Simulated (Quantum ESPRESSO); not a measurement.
Quantum ESPRESSO run on LaMg6B (Amm2, 8 atoms in the cell): self-consistent single point.

Method: LDA (PZ), GBRV 1.5 ultrasoft (LDA) pseudopotentials (plane waves; Quantum ESPRESSO).

```
CELL_PARAMETERS angstrom
      4.77910     0.00000     0.00000
      0.00000     3.23670     5.87425
      0.00000    -3.23670     5.87425
ATOMIC_POSITIONS crystal
  La 0.00000 0.80532 0.80532
  Mg 0.00000 0.81490 0.33592
  Mg 0.00000 0.33592 0.81490
  Mg 0.00000 0.33626 0.33626
  Mg 0.50000 0.66465 0.19565
  Mg 0.50000 0.19565 0.66465
  Mg 0.50000 0.17452 0.17452
  B  0.50000 0.67279 0.67279
```

Reference input (self-consistent single point, DFT, PBEsol, plane waves, GBRV 1.5 ultrasoft (PBESOL) pseudopotentials): ecutwfc = 40 Ry; ecutrho = 200 Ry; occupations = smearing; smearing = fd; degauss = 0.0073499 Ry; potentials = {La: la_pbesol_v1.uspp.F.UPF, Mg: mg_pbesol_v1.4.uspp.F.UPF, B: b_pbesol_v1.4.uspp.F.UPF}; K_POINTS = automatic 4 3 3 0 0 0; conv_thr = 1e-10 Ry. This run's input differs from it in these lines:

```diff
@@ -22,5 +22,5 @@
 ATOMIC_SPECIES
-La   138.9055  la_pbesol_v1.uspp.F.UPF
-Mg    24.3050  mg_pbesol_v1.4.uspp.F.UPF
-B     10.8100  b_pbesol_v1.4.uspp.F.UPF
+La   138.9055  la_lda_v1.uspp.F.UPF
+Mg    24.3050  mg_lda_v1.4.uspp.F.UPF
+B     10.8100  b_lda_v1.4.uspp.F.UPF
 ATOMIC_POSITIONS {angstrom}
```

Output (repeated stretches shortened):

```
     Self-consistent Calculation

     iteration #  1     ecut=    40.00 Ry     beta= 0.70

     negative rho (up, down):  4.518E-02 0.000E+00

     total energy              =    -857.45776422 Ry
     estimated scf accuracy    <       2.19831101 Ry

     iteration #  2     ecut=    40.00 Ry     beta= 0.70

     negative rho (up, down):  5.275E-02 0.000E+00

     total energy              =    -857.75469815 Ry
     estimated scf accuracy    <       7.70315532 Ry

     iteration #  3     ecut=    40.00 Ry     beta= 0.70

     negative rho (up, down):  6.121E-02 0.000E+00

     total energy              =    -858.74283132 Ry
     estimated scf accuracy    <       0.12130436 Ry

   [... 10 blocks of this kind left out ...]

     iteration # 14     ecut=    40.00 Ry     beta= 0.70

     negative rho (up, down):  6.383E-02 0.000E+00

     total energy              =    -858.77733835 Ry
     estimated scf accuracy    <          1.7E-10 Ry

     iteration # 15     ecut=    40.00 Ry     beta= 0.70

     negative rho (up, down):  6.383E-02 0.000E+00
     End of self-consistent calculation

     the Fermi energy is     6.4342 ev

!    total energy              =    -858.77733835 Ry
     estimated scf accuracy    <          4.7E-12 Ry
     smearing contrib. (-TS)   =      -0.00948458 Ry
     internal energy E=F+TS    =    -858.76785377 Ry

     convergence has been achieved in  15 iterations

     negative rho (up, down):  6.383E-02 0.000E+00

     Forces acting on atoms (cartesian axes, Ry/au):

     atom    1 type  1   force =     0.00000000    0.00000000   -0.00614546
     atom    2 type  2   force =     0.00000000    0.00107585   -0.00110297
     atom    3 type  2   force =     0.00000000   -0.00107585   -0.00110297
     atom    4 type  2   force =     0.00000000    0.00000000    0.00048202
     atom    5 type  2   force =     0.00000000    0.00219351    0.00313519
   [... lines left out ...]
     Total force =     0.010459     Total SCF correction =     0.000006
   [... lines left out ...]

     negative rho (up, down):  6.383E-02 0.000E+00
          total   stress  (Ry/bohr**3)                   (kbar)     P=      -24.27
  -0.00023463   0.00000000   0.00000000          -34.52        0.00        0.00
   0.00000000  -0.00014580   0.00000000            0.00      -21.45        0.00
   0.00000000   0.00000000  -0.00011459            0.00        0.00      -16.86

   JOB DONE.
```

The run converged in 15 iterations. Against the reference run the pressure goes from -0.95 to -2.43 GPa and the largest force goes from 0.136 to 0.158 eV/Å.

The starting cell comes from a database of computed structures (which also holds hypothetical and non-ambient phases and stackings), without a prior relaxation at this level.

Cost on one core of a shared machine: roughly 2 min.
